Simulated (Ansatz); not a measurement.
Results of PBE0 (PAW; Ansatz, a first-principles code) for cubic perovskite BaHfO₃.

Run with plane-wave cutoff 520 eV, 6×6×6 k mesh, scalar-relativistic PAW data made under PBE.

Computed at the level's own relaxed cell.

Hill averages of the elastic tensor: K = 170.8 GPa, G = 109.2 GPa. Volume 14.554 Å³/atom, mean atomic mass 72.763 u.

### Question
Work out the density, the sound velocities of a polycrystal and the elastic Debye temperature at this level.

### Answer
ρ = 1.66054 × 72.763/14.554 = 8.302 g/cm³. v_l = √[(K + 4G/3)/ρ] = 6.173 km/s and v_t = √(G/ρ) = 3.627 km/s. The mean follows from 3/v_m³ = 1/v_l³ + 2/v_t³: v_m = 4.020 km/s. Θ_D = (ħ/k_B) v_m (6π²/V)^(1/3) = 76.38 K Å s/km × 4.020 × 1.5965 Å⁻¹ = 490 K, counting all atoms of the cell.

Note: the relaxation could not lower the start's symmetry, so the cell can be a saddle point above a distorted one.
